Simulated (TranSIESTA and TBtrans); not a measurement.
Junction: Na chain with one C atom inserted. Leads: straight Na chain, spacing 3.135 Å. Geometry: 3 atoms about the centre moved by SIESTA (PBE, DZP) to a largest force of 0.03 eV/Å, all others as built, motion along the axis alone. Transport runs along z; the first 6 and the last 6 of the 19 atoms are the lead cells, repeated to infinity.

```xyz
19
Lattice="9.000 0.000 0.000 0.000 9.000 0.000 0.000 0.000 57.895" Properties=species:S:1:pos:R:3 pbc="F F T"
Na     4.500     4.500     0.000
Na     4.500     4.500     3.135
Na     4.500     4.500     6.270
Na     4.500     4.500     9.405
Na     4.500     4.500    12.540
Na     4.500     4.500    15.675
Na     4.500     4.500    18.810
Na     4.500     4.500    21.945
Na     4.500     4.500    25.075
C      4.500     4.500    27.404
Na     4.500     4.500    29.734
Na     4.500     4.500    32.815
Na     4.500     4.500    35.950
Na     4.500     4.500    39.085
Na     4.500     4.500    42.220
Na     4.500     4.500    45.355
Na     4.500     4.500    48.490
Na     4.500     4.500    51.625
Na     4.500     4.500    54.760
```

Run with TranSIESTA and TBtrans (open boundaries, self-consistent; PseudoDojo norm-conserving potentials, scalar-relativistic): PAO.BasisSize DZP, PAO.EnergyShift 0.15 eV, XC.Authors PBE, Mesh.Cutoff 200 Ry, ElectronicTemperature 300 K, TS.Voltage 0.0 eV, TBT.Elecs.Eta 0.001 eV, no spin polarisation.

Energies count from the leads' Fermi level. Transmissions are for one spin of a degenerate pair. The energy step is 0.01 eV; narrower resonances are cut or missed.

```tsv
E (eV)	T
-0.20	0.580
-0.15	0.559
-0.10	0.537
-0.05	0.513
0.00	0.488
0.05	0.463
0.10	0.438
0.15	0.413
0.20	0.389
```

Problem. Give the zero-bias conductance in μS and the resistance at 300 K.

Solution. At the Fermi level T = 0.488. Averaged with −∂f/∂E over the full grid (kT = 25.9 meV) it is 0.488. With G0 = 2e²/h = 77.48 μS, G = 37.8 μS and R = 1/G = 26.5 kΩ.

Problem. Estimate the thermopower by Mott's formula S = −(π²/3)(kB²T/e) d ln T/dE from the rows at -0.05 and 0.05 eV.

Solution. d ln T/dE = -1.03 eV⁻¹ and (π²/3) kB²T/e = 7.33 μV/K · eV, so S = 7.5 μV/K; the full integral gives 7.5 μV/K. A positive sign means that T falls with energy over the thermal window.

Problem. The eigenchannels at the Fermi level transmit 0.488. What Fano factor of the shot noise follows at low temperature and bias?

Solution. F = Σ τ(1 − τ)/Σ τ = 0.250/0.488 = 0.51.

The straight chain is held at its spacing; free chains may zigzag or dimerise. No spin-polarised start was tried, so a magnetic state, if there is one, is missed.
